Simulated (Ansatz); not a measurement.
# WS2, pressure series

Consider WS2 in the 2H-MoS2 type structure (space group P6_3/mmc, No. 194; a = 3.1541 Å, c = 12.1373 Å; layered, stacked along the Cartesian z axis).

Cell and atoms are relaxed at each pressure.

Computed with PBE-D3(BJ) (Ansatz, a quantum-chemistry and plane-wave program, PAW, without spin-orbit coupling).

Candidates:
(a) pressure 45 GPa
(b) pressure −1 GPa
(c) pressure 1.8 GPa

Base values:

- Band gap = 0.88 eV

Q: Order them by band gap, highest first.

A: (b) pressure −1 GPa (0.98 eV), (c) pressure 1.8 GPa (0.76 eV), (a) pressure 45 GPa (zero)

The mesh was chosen for an insulator and is coarse for the gapless case. Spin-orbit coupling, missing from the scalar runs, can matter with W. Load acts through the strain it causes; cell and atoms are relaxed under it. No phonon test of stability was made. No other phases were tried under pressure. All final runs are without spin polarisation. The zero or small gap of WS2 under pressure 45 GPa can change with the level of theory.
